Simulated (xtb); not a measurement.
xtb 6.7.1, GFN1-xTB: COc1sc(-c2ccc(-c3c4ccccc4cc4ccccc34)s2)c2c1OCCO2, 48 atoms. The geometry is a generated start, not checked to be a minimum at this level.

| Quantity | Value |
|---|---|
| method | GFN1-xTB |
| --acc | 1 (default) |
| --etemp (K) | 300 (default) |
| detailed input (--input) | none: ANC optimiser, Lindh (1995) Hessian, microcycle=20, maxdispl=1.0, hlow=0.01 (default) |
| basis functions | 168 |
| valence electrons | 148 |

The structure is relaxed from this start with --opt LEVEL for the levels crude, sloppy, loose, lax, normal, tight, vtight, extreme, once each. Up to the end of the extreme run atoms move by at most 1.4 Å along an axis.

What is the loosest level that ends within 5 meV of the extreme run, and how many cycles does it take?

normal: 56 cycles against 152, ending 2.9 meV above.

```json
[
 {"level": "crude", "cycles": "4", "energy above the extreme run (meV)": "140", "gradient norm (eV/Å)": "0.36"},
 {"level": "sloppy", "cycles": "17", "energy above the extreme run (meV)": "29", "gradient norm (eV/Å)": "0.24"},
 {"level": "loose", "cycles": "22", "energy above the extreme run (meV)": "20", "gradient norm (eV/Å)": "0.075"},
 {"level": "lax", "cycles": "36", "energy above the extreme run (meV)": "7.8", "gradient norm (eV/Å)": "0.021"},
 {"level": "normal", "cycles": "56", "energy above the extreme run (meV)": "2.9", "gradient norm (eV/Å)": "0.0083"},
 {"level": "tight", "cycles": "92", "energy above the extreme run (meV)": "0.41", "gradient norm (eV/Å)": "0.0032"},
 {"level": "vtight", "cycles": "94", "energy above the extreme run (meV)": "0.38", "gradient norm (eV/Å)": "0.0031"},
 {"level": "extreme", "cycles": "152", "energy above the extreme run (meV)": "—", "gradient norm (eV/Å)": "0.0017"}
]
```
